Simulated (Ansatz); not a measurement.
Input and output of a zone-centre phonon calculation for RbCl (Pm-3m, 2 atoms in the cell) (Ansatz, a quantum-chemistry and plane-wave program).

Method of the run: LDA (PW92), default PAW files made with PBE (plane waves; Ansatz).

```yaml
crystal:
  lattice:
    - [3.92416, 0.00000, 0.00000]
    - [0.00000, 3.92416, 0.00000]
    - [0.00000, 0.00000, 3.92416]
  atoms:
    - { symbol: Rb, position: [0.00000, 0.00000, 0.00000] }
    - { symbol: Cl, position: [0.50000, 0.50000, 0.50000] }
```

Reference input (self-consistent single point, DFT, LDA (PW92), plane waves, default PAW files made with PBE): basis.ecutwfc = 420 eV; kpoints.mp_grid.grid = 6 6 6; hamiltonian.xc = lda; hamiltonian.pseudopotentials = {kind: paw} (the program's default PAW files); scf.occupations.method = fixed. This run's input differs from it in these lines:

Ansatz 0.2 input:
```diff
@@ -12,3 +12,3 @@
 kpoints:
-  mp_grid: { grid: [6, 6, 6] }
+  mp_grid: { grid: [10, 10, 10] }
 hamiltonian:
@@ -18,6 +18,6 @@
   occupations: { method: fixed }
-output:
-  forces: true
-  eigenvalues: true
-  stress: true
+phonons:
+  method: dfpt
+  dielectric: true
+  rigid_motions: translations
```

Output (repeated stretches shortened):

```
SCF iter   1: F=—  HF=-4218.711708 eV  |F-HF|=—  |Δ(HF+E_count)|=         —  Δρ=6.27e-3  dr2=2.72e-2  ethr=1.77e-3  ⟨swp⟩=6.5  Hψ=8800  notcnv=0  defer=231
all-band conjugate gradients solve this SCF's bands
preconditioner: auto → none
SCF iter   2: F=—  HF=-4218.704537 eV  |F-HF|=—  |Δ(HF+E_count)|=   7.17e-3  Δρ=2.86e-3  dr2=2.61e-3  ethr=1.70e-4  ⟨swp⟩=2.4  Hψ=3204  notcnv=0  defer=244
SCF iter   3: F=—  HF=-4218.703873 eV  |F-HF|=—  |Δ(HF+E_count)|=   6.65e-4  Δρ=1.20e-3  dr2=4.90e-4  ethr=1.63e-5  ⟨swp⟩=2.0  Hψ=2186  notcnv=0  defer=245
SCF iter   4: F=—  HF=-4218.703759 eV  |F-HF|=—  |Δ(HF+E_count)|=   1.14e-4  Δρ=4.58e-5  dr2=4.54e-7  ethr=3.06e-6  ⟨swp⟩=1.0  Hψ=1519  notcnv=0  defer=214
SCF iter   5: F=—  HF=-4218.703759 eV  |F-HF|=—  |Δ(HF+E_count)|=   3.64e-7  Δρ=9.18e-6  dr2=2.92e-8  ethr=2.84e-9  ⟨swp⟩=3.2  Hψ=3297  notcnv=0  defer=113
SCF iter   6: F=—  HF=-4218.703759 eV  |F-HF|=—  |Δ(HF+E_count)|=   1.20e-8  Δρ=3.25e-6  dr2=1.62e-9  ethr=1.83e-10  ⟨swp⟩=2.1  Hψ=2449  notcnv=0  defer=113
SCF iter   7: F=-4218.703759 eV  HF=-4218.703759 eV  |F-HF|=7.28e-12  |Δ(HF+E_count)|=  2.19e-10  Δρ=3.92e-7  dr2=3.13e-11  ethr=1.00e-12  ⟨swp⟩=9.8  Hψ=10749  notcnv=0
SCF 1 converged in 7 iterations: F = -4218.703759 eV  dr2 = 3.13e-11
DFPT response loops at Γ: preconditioner auto → none (the input reference at scf.mixing.eps_inf says where Resta's filter doesn't serve); β = 0.50 …
Free energy (F): -4218.703759 eV
Internal energy: -4218.703759 eV  (E = F + TS)
E sigma→0 (E₀):  -4218.703759 eV
Fermi energy:    2.416680 eV
--- Phonons (Γ-DFPT): 2 representative perturbations + reference, on 126 of 1000 k-points (Σ response iterations 6) ---
  k mesh reduced under 8 symmetry operations, with k and −k counted as one. Each operation leaves every solved perturbation unchanged …
  ASR residual: 2.425e-4 → 0.000e0 eV/Å²; symmetrization residual: 3.825e-6 eV/Å²
   [... lines left out ...]
  k-mesh period / interband length: 39.2 Å / 1.46 Å = 26.92 at k = (0.0000, 0.0000, 0.0000), direct gap 4.659 eV — 14 or more, which is no proof of convergence
   [... lines left out ...]
        157.95      1             1.4014
  optical modes at Γ + LO–TO along q̂ = [0.0000, 1.0000, 0.0000]:
      ω (cm⁻¹)  modes    IR ((D/Å)²/amu)
         83.15      2             2.8028
        157.95      1             1.4014
  optical modes at Γ + LO–TO along q̂ = [0.0000, 0.0000, 1.0000]:
      ω (cm⁻¹)  modes    IR ((D/Å)²/amu)
         83.15      2             2.8028
        157.95      1             1.4014
```

The run converged in 7 iterations. 

Summary of the result:
| Property | Result |
|---|---|
| Free energy E − TS (on the zero of these files) | -4218.7038 eV |
| Top of the valence band (on the code's own zero) | 2.42 eV |
| Gap on the k-point mesh | 4.56 eV |
| Zone-centre frequencies (cm⁻¹; negative means imaginary) | 0, 0, 0, 83, 83, 83 |
| ε∞ at this k-point mesh, which may be far from converged in small-gap cells (xx, yy, zz) | 2.74, 2.74, 2.74 |
| Born charges at this mesh (mean of the diagonal, e) | Rb 1.23, Cl -1.23 |

The starting cell comes from a database of computed structures (which also holds hypothetical and non-ambient phases and stackings), without a prior relaxation at this level. Its lattice was rescaled by up to half a per cent. The frequencies listed for the zone centre hold no LO-TO term.
